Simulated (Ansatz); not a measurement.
# What Al → Re does to Al2Cu

Take Al$_{2}$Cu (space group I4/mcm, No. 140; a = 6.006 Å, c = 4.791 Å) as the base.

Modification: Re takes the place of Al on all its sites; the structure is relaxed again.

Calculations: r2SCAN/PAW in Ansatz (a program for electronic structure), no spin-orbit coupling, earlier PAW set. k-mesh 13×13×13 (Γ-centred); smearing 0.05 eV (Fermi–Dirac), for the changed cell.

The volume per atom drops by 0.82 Å³ to 13.58 Å³ and the density rises by 13.25 g/cm³ (4.52 g/cm³ → 17.77 g/cm³). The c/a ratio drops by 0.013, from 0.798 to 0.785 and the space group remains I4/mcm (No. 140). The shortest interatomic distance drops by 0.071 Å (2.395 Å → 2.324 Å) and the band gap is still zero.

Stability against distortions was not tested. As relaxed here, Re2Cu is a hypothetical phase, not in the database extracts checked. All final runs are without spin polarisation.
